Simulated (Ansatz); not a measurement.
The reference is HgS in the zinc blende structure (space group F-43m, No. 216; a = 5.8119 Å).

Calculations: LDA (Ansatz, a program for electronic structure; PAW; 420 eV plane waves; no SOC).

For the base:

- Pressure = 0.0 GPa
- Band gap = zero

Now apply this change: the cell is scaled by 0.9700 in all directions, atoms relaxed at fixed cell.

Problem. What happens to the energy relative to the base, pressure and band gap?

Solution. The energy goes up by 47 meV/atom; the pressure goes from zero to 7.7 GPa; the band gap stays zero.

The mesh was chosen for an insulator and is coarse for the gapless case. With Hg present, leaving out spin-orbit coupling can change the band edges. The cells carry an imposed strain or load. Whether these cells are dynamically stable was not tested. All final runs are without spin polarisation. The zero or small gap of HgS can change with the level of theory.
